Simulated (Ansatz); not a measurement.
# GaSb, pressure series

The reference is GaSb in the zinc blende structure (space group F-43m, No. 216; a = 6.134 Å).

Cell and atoms are relaxed at each pressure.

All numbers come from Ansatz (a first-principles code), r2SCAN, PAW, cutoff 500 eV, scalar-relativistic without spin-orbit coupling, earlier PAW set.

```json
[
 {"variant": "base", "band gap": "0.41 eV", "width of the top valence band": "3.21 eV", "density": "5.51 g/cm³"},
 {"variant": "pressure −2 GPa", "band gap": "0.10 eV", "width of the top valence band": "3.02 eV", "density": "5.29 g/cm³"},
 {"variant": "pressure −1 GPa", "band gap": "0.26 eV", "width of the top valence band": "3.12 eV", "density": "5.40 g/cm³"},
 {"variant": "pressure 0.3 GPa", "band gap": "0.46 eV", "width of the top valence band": "3.23 eV", "density": "5.54 g/cm³"},
 {"variant": "pressure 0.7 GPa", "band gap": "0.51 eV", "width of the top valence band": "3.27 eV", "density": "5.58 g/cm³"},
 {"variant": "pressure 1.5 GPa", "band gap": "0.61 eV", "width of the top valence band": "3.33 eV", "density": "5.66 g/cm³"},
 {"variant": "pressure 3 GPa", "band gap": "0.80 eV", "width of the top valence band": "3.45 eV", "density": "5.80 g/cm³"},
 {"variant": "pressure 5 GPa", "band gap": "0.87 eV", "width of the top valence band": "3.59 eV", "density": "5.96 g/cm³"},
 {"variant": "pressure 7.5 GPa", "band gap": "0.94 eV", "width of the top valence band": "3.75 eV", "density": "6.15 g/cm³"},
 {"variant": "pressure 10 GPa", "band gap": "0.89 eV", "width of the top valence band": "3.89 eV", "density": "6.32 g/cm³"}
]
```

With Sb present, leaving out spin-orbit coupling can change the band edges. Load acts through the strain it causes; cell and atoms are relaxed under it. Whether these cells are dynamically stable was not tested. Tetrahedral semiconductors of this kind turn to denser phases somewhere between about 1 and 50 GPa; those were not computed, so compressed cells here can lie past the real transition. The zero or small gap of GaSb under pressure −2 GPa and GaSb under pressure −1 GPa can change with the level of theory.
